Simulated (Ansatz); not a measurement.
Worked example: self-consistent single point of the (100) slab of LaO2 (cut from a parent of space group no. 11; 12 atoms in the cell) in Ansatz (a quantum-chemistry and plane-wave program).

Computed with PBEsol, default PAW files made with PBE (plane waves; Ansatz).

```yaml
crystal:
  lattice:
    - [3.94590, 0.00000, 0.00000]
    - [0.00000, 6.38294, 0.00000]
    - [0.00000, 0.00000, 21.03721]
  atoms:
    - { symbol: La, position: [0.75000, 0.87169, 0.46050] }
    - { symbol: La, position: [0.25000, 0.54399, 0.33724] }
    - { symbol: O, position: [0.75000, 0.29155, 0.33274] }
    - { symbol: O, position: [0.25000, 0.12412, 0.46499] }
    - { symbol: O, position: [0.75000, 0.76728, 0.34940] }
    - { symbol: O, position: [0.25000, 0.64839, 0.44834] }
    - { symbol: La, position: [0.75000, 0.75482, 0.66276] }
    - { symbol: La, position: [0.25000, 0.42712, 0.53951] }
    - { symbol: O, position: [0.75000, 0.17468, 0.53501] }
    - { symbol: O, position: [0.25000, 0.00726, 0.66726] }
    - { symbol: O, position: [0.75000, 0.65041, 0.55166] }
    - { symbol: O, position: [0.25000, 0.53153, 0.65060] }
```

Reference input (self-consistent single point, DFT, PBEsol, plane waves, default PAW files made with PBE): basis.ecutwfc = 420 eV; kpoints.mp_grid.grid = 5 3 1; hamiltonian.xc = pbesol; hamiltonian.pseudopotentials = {kind: paw} (the program's default PAW files); scf.occupations.method = gaussian; scf.occupations.width = 0.1 eV. This run's input differs from it in these lines:

Ansatz 0.2 input:
```diff
@@ -19,3 +19,3 @@
 basis:
-  ecutwfc: 420.0
+  ecutwfc: 250.0
 kpoints:
```

Output, abridged:

```
SCF iter   1: F=—  HF=-29122.583569 eV  |F-HF|=—  |Δ(HF+E_count)|=         —  Δρ=3.93e-2  dr2=6.07e0  ethr=1.77e-3  ⟨swp⟩=6.7  Hψ=1614  notcnv=0
all-band conjugate gradients solve this SCF's bands
preconditioner: auto → LDOS
SCF iter   2: F=—  HF=-29121.748711 eV  |F-HF|=—  |Δ(HF+E_count)|=   8.35e-1  Δρ=2.63e-2  dr2=5.12e0  ethr=1.77e-3  ⟨swp⟩=2.0  Hψ=714  notcnv=0  defer=12
   [... lines left out ...]
SCF iter  10: F=—  HF=-29121.682749 eV  |F-HF|=—  |Δ(HF+E_count)|=   9.29e-5  Δρ=1.15e-4  dr2=1.04e-4  ethr=5.83e-7  ⟨swp⟩=1.0  Hψ=336  notcnv=0  defer=12
SCF iter  11: F=—  HF=-29121.682837 eV  |F-HF|=—  |Δ(HF+E_count)|=   8.84e-5  Δρ=4.96e-5  dr2=2.36e-5  ethr=1.13e-7  ⟨swp⟩=2.2  Hψ=527  notcnv=0  defer=12
SCF iter  12: F=—  HF=-29121.683046 eV  |F-HF|=—  |Δ(HF+E_count)|=   2.09e-4  Δρ=1.42e-5  dr2=1.29e-6  ethr=2.57e-8  ⟨swp⟩=2.0  Hψ=495  notcnv=0  defer=10
SCF iter  13: F=-29121.683049 eV  HF=-29121.683049 eV  |F-HF|=2.24e-7  |Δ(HF+E_count)|=   2.28e-6  Δρ=4.78e-6  dr2=9.32e-8  ethr=1.09e-10  ⟨swp⟩=17.0  Hψ=1992  notcnv=0
SCF 1 converged in 13 iterations: F = -29121.683049 eV  dr2 = 9.32e-8
Free energy (F): -29121.683049 eV
Internal energy: -29121.548616 eV  (E = F + TS)
E sigma→0 (E₀):  -29121.615833 eV
Entropy (-TS):   -0.134433 eV (-11.203 meV/atom)
Fermi energy:    -0.429915 eV
--- Forces (eV/Å), atoms counted from 1 ---
  atom   1  La     0.00000000     0.73554933    -0.22019454
  atom   2  La     0.00000000    -0.54833280     1.56001406
  atom   3  O      0.00000000     1.60027802     0.03378888
  atom   4  O      0.00000000     0.14788546     0.75058056
  atom   5  O      0.00000000    -1.08204303    -0.33646815
  atom   6  O      0.00000000    -0.21997646    -0.63156967
  atom   7  La     0.00000000     0.54833280    -1.56001406
  atom   8  La     0.00000000    -0.73554933     0.22019454
   [... lines left out ...]
  atom  12  O      0.00000000     1.08204303     0.33646815
--- Stress (GPa, compression-positive) ---
       -4.351362       0.000000       0.000000
        0.000000      -4.368353      -0.460119
        0.000000      -0.460121      -2.457822
  P = ⅓ Tr σ = -3.7258 GPa (-37.258 kbar)
  The stress holds the Pulay correction. Without it, at fixed plane waves, as pw.x and ABINIT print it: P = -25.1714 GPa
```

The run converged in 13 iterations. Against the reference run the free energy rises by 1.32 eV/atom and the largest force goes from 1.788 to 1.654 eV/Å.

The starting cell comes from a database of computed structures (which also holds hypothetical and non-ambient phases and stackings), without a prior relaxation at this level. The slab is cut from that crystal, and its faces are unrelaxed. Its lattice was rescaled by up to half a per cent. Spin polarisation is off, though cut faces can carry moments; the slab shows no gap. Forces in this geometry exceed 1 eV/Å. The cutoff lies below the one recommended for these files.
